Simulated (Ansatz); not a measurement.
Consider Al vacancy in corundum, charge state -3. These are PBE, PAW (plane waves to 420 eV; Ansatz, a program for electronic structure) values and carry that method's errors.

Cell of 270 host sites held at the relaxed PBE lattice; the Γ point alone; Fermi-Dirac width 0.01 eV, spin-restricted; finite-size errors left in. No zero-point or tunnelling terms. The charge state is imposed; whether it is stable for some Fermi level was not computed. Forms of the defect that were not tried may lie lower.

Barriers: single points on a 2×2×2 k-point mesh shifted by half a step along c at the bands' geometries.

The step: a nearby Al atom hops onto the vacant site; the atom moves 2.41 Å along (-0.28, 0.28, 0.03) of the unit cell; the moving atom starts with neighbours O at 1.77, O at 1.83, O at 1.92, O at 2.00, O at 2.03, O at 2.19 Å and ends with O at 1.77, O at 1.83, O at 1.92, O at 2.00, O at 2.03, O at 2.19 Å.

### Question
What is the computed migration barrier of this step (PBE, PAW)?

### Answer
1.39 eV, the same both ways. At the saddle the moving atom has neighbours O at 1.66, O at 1.67, O at 1.86 Å. The saddle point's order was not checked.
